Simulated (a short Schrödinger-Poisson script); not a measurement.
**Gated Al0.4Ga0.6As/GaAs δ-doped gas in a quantum well**

Stack: gated Al0.4Ga0.6As/GaAs δ-doped gas in a quantum well, at 300 K.

| layer | material | thickness (nm) | Na (cm⁻³) |
|---|---|---|---|
| 1 | Al0.4Ga0.6As | 8 | - |
| 2 | Al0.4Ga0.6As | 5 | - |
| 3 | GaAs | 15 | - |
| 4 | Al0.4Ga0.6As | 4000 | 2e14 |

Constants are typed, rounded textbook-type inputs, not results; the design itself was drawn at random and stands for no fabricated device. Al0.4Ga0.6As: permittivity 11.76, conduction-band edge (eV) 0.316, gap (eV) 1.923, electron mass (mₑ) 0.1002, Nv at 300 K (cm⁻³) 9e18. GaAs: permittivity 12.9, conduction-band edge (eV) 0, gap (eV) 1.424, Nv at 300 K (cm⁻³) 9e18.

Channel valleys (confinement mass, in-plane density-of-states mass, number): Γ 0.067, 0.067, 1. At the gate the conduction-band edge of layer 1 lies 1.07 eV − eVg above the Fermi level of the channel; the field vanishes at the back. Sheet of ionised δ-doping: +3.5e12 e/cm² at 8 nm from the gate. The barrier under the gate holds no holes. Gaps are held at their typed values at every temperature. Mesh 0.08 nm at interfaces.

From a short Schrödinger-Poisson script (our own, NumPy): 1D Poisson equation in equilibrium, electrons quantum, Hartree plus LDA exchange-correlation (BenDaniel-Duke, 40 states a valley, the channel's in-plane mass for all, wave functions free to enter the barrier), parabolic valleys, classical holes, full ionisation, no traps, pinning or gate leakage.

```tsv
Vg (V)	electrons (cm⁻²)	in the channel layer	C (μF/cm²)	Γ E0 (meV)	Γ E1 (meV)
0.5	5.90e11	5.79e11	0.531	0.3	52.5
0.4	2.81e11	2.77e11	0.450	24.0	74.9
0.3	5.81e10	5.73e10	0.231	67.9	118.7
0.2	2.04e9	2.01e9	0.0164	155.3	205.9
0.1	4.27e7	4.22e7	0.00419	255.3	305.8
```

Gate voltages with under 1e6 electrons/cm² are left out.

Subbands count from the Fermi level.
